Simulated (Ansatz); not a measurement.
Consider WS$_{2}$ (space group P6_3/mmc, No. 194; a = 3.154 Å, c = 12.141 Å; layered, stacked along the Cartesian z axis). Axes: x lies along a and z along c of the hexagonal cell.

The values are results of PBE-D3(BJ) in Ansatz (plane waves to 420 eV, PAW, no spin-orbit coupling), not measurements.

One thing is altered: uniaxial strain ε_zz = −1.80 %, all other strain components held at zero; the atoms relax in the strained cell.

Question: Predict the stress tensor and what it implies for the stiffness.

Answer: Stress of the strained cell less that of the base (GPa, compression positive):
```
   0.24    0.00    0.00
   0.00    0.24    0.00
   0.00    0.00    1.42
```

Then −Δσ_ii/ε with ε = -0.0180 gives secant stiffness values (nonlinear terms included at this strain): C33 ≈ 79 GPa.

Whether these cells are dynamically stable was not tested.

Ansatz is a first-principles code.
